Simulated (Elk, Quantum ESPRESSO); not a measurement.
An Elk input for a self-consistent single point of Tl (P6_3/mmc, 2 atoms in the cell) (DFT, PBE, all-electron FP-LAPW, Elk's shipped species files, APW+lo basis with extra local orbitals):

```
tasks
  0

xctype
  20

tforce
  .true.

rgkmax
  7.5

gmaxvr
  18.0

lmaxapw
  10

lmaxo
  8

nxlo
  2

lorbcnd
  .true.

lradstp
  2

nrmtscf
  2.0

lmaxi
  4

stype
  0

swidth
  0.00183747

maxscl
  100

avec
    3.1788517702   -5.5059327756    0.0000000000
    3.1788517702    5.5059327756    0.0000000000
    0.0000000000    0.0000000000   10.1429254499

sppath
  'species/'

atoms
  1
  'Tl.in'
  2
  0.3333333333  0.6666666667  0.2500000000    0.0 0.0 0.0
  0.6666666667  0.3333333333  0.7500000000    0.0 0.0 0.0

ngridk
  8 8 4
```

### Question
Give the Quantum ESPRESSO input for the same structure, mesh, smearing and functional.

### Answer
One input that does it (others would too):

```fortran
&CONTROL
 calculation = 'scf',
 prefix = 'scf',
 outdir = './work',
 pseudo_dir = './',
 tprnfor = .true.,
 tstress = .true.,
/
&SYSTEM
 ibrav = 0,
 nat = 2,
 ntyp = 1,
 ecutwfc = 40,
 ecutrho = 320,
 occupations = 'smearing',
 smearing = 'gauss',
 degauss = 0.0036749,
/
&ELECTRONS
 conv_thr = 1.0e-11,
 mixing_beta = 0.7,
/
ATOMIC_SPECIES
Tl   204.3800  Tl_pbe_v1.2.uspp.F.UPF
CELL_PARAMETERS {bohr}
   3.1788517702    -5.5059327756     0.0000000000
   3.1788517702     5.5059327756     0.0000000000
   0.0000000000     0.0000000000    10.1429254500
ATOMIC_POSITIONS {angstrom}
Tl    1.6821759136    0.9712047165    1.3418512500
Tl    1.6821759136   -0.9712047165    4.0255537500
K_POINTS {automatic}
8 8 4  0 0 0
```

Basis settings and potentials, where a program has them, do not carry over. This input uses DFT, PBE, plane waves, SSSP 1.1.2 efficiency (PBE) pseudopotentials.

The starting cell has typed, rounded lattice constants, without a prior relaxation at this level. Its lattice was rescaled by a random factor within 2.5 % of one. For this run, on top of that: lattice scaled by 0.98.
